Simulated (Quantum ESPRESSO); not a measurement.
**Convergence study of the plane-wave cutoff for WC (P3m1, 2 atoms in the cell)**

```xyz
2
Lattice="2.9245 0.0000 0.0000 -1.4623 2.5327 0.0000 0.0000 0.0000 2.8542" Properties=species:S:1:pos:R:3 pbc="T T T"
W      0.0000     0.0000     0.0500
C      0.0000     1.6885     1.4271
```

Method: LDA (PZ), GBRV 1.5 ultrasoft (LDA) pseudopotentials (plane waves; Quantum ESPRESSO 7.5).

Base settings: ecutwfc = 40 Ry; ecutrho = 320 Ry; occupations = smearing; smearing = gaussian; degauss = 0.0073499 Ry; potentials = {W: w_lda_v1.2.uspp.F.UPF, C: c_lda_v1.2.uspp.F.UPF}; K_POINTS = automatic 5 5 4 0 0 0; conv_thr = 1e-11 Ry; mixing_beta = 0.7.

Moved along: ecutrho.

The second cell is the first with its lattice scaled by 0.98.

The mesh stays at the base's, so the ladder's end is converged at best in this setting alone.

Only quantities that move along the ladder and can be compared are tabulated.

The count of work is k-points × plane waves × bands × iterations; it is no time. 

The starting cell has typed, rounded lattice constants, without a prior relaxation at this level. Its lattice was rescaled by up to half a per cent. One atom was moved a little off its site on purpose. Spin polarisation is off. In the base run, with a pressure of about -17 GPa the cell is away from its equilibrium volume at this level. Without a gap this mesh is coarse (it stands for a supercell whose shortest vector is 11 Å).

```tsv
ecutwfc	free energy less the last step's (meV/atom)	energy of the compressed cell less the first (meV/atom)	pressure (GPa)	largest difference of a force vector from the last step's (eV/Å)	count of work / last
14 Ry	8473.94	67.57	-435.70	0.146	0.057
16 Ry	4185.75	40.44	-270.53	0.253	0.069
20 Ry	861.82	-21.32	-88.53	0.072	0.099
22 Ry	375.92	-15.84	-47.65	0.003	0.11
24 Ry	180.17	-4.36	-25.69	0.009	0.13
32 Ry	109.79	-8.55	-15.72	0.001	0.20
36 Ry	81.72	-8.73	-17.35	0.001	0.23
40 Ry	47.61	-8.94	-17.35	0.005	0.28
44 Ry	24.17	-9.70	-16.39	0.003	0.31
48 Ry	12.34	-9.89	-15.40	0.001	0.36
54 Ry	7.31	-9.84	-14.59	0.001	0.43
70 Ry	4.27	-9.91	-14.77	0.000	0.63
96 Ry	0.00	-9.93	-14.51	0.000	1.0
```

Coarsest ecutwfc that holds the energy of the compressed cell less the first within 2 meV/atom of the last step, with all finer ones: 32 Ry, at 0.20 of the last step's count of work; the step before is off by 5.6 meV/atom.

Coarsest ecutwfc that holds the free energy within 5 meV/atom: not settled: the last two steps still differ by 4.3 meV/atom, over half the tolerance, so the ladder does not show it.

Coarsest ecutwfc that holds the pressure within 1 GPa of the last step, with all finer ones: 48 Ry, at 0.36 of the last step's count of work; the step before is off by 1.9 GPa.

At the lowest cutoff the pressure lies 421 GPa under the last step's, the usual sign of Pulay stress in an incomplete plane-wave basis.
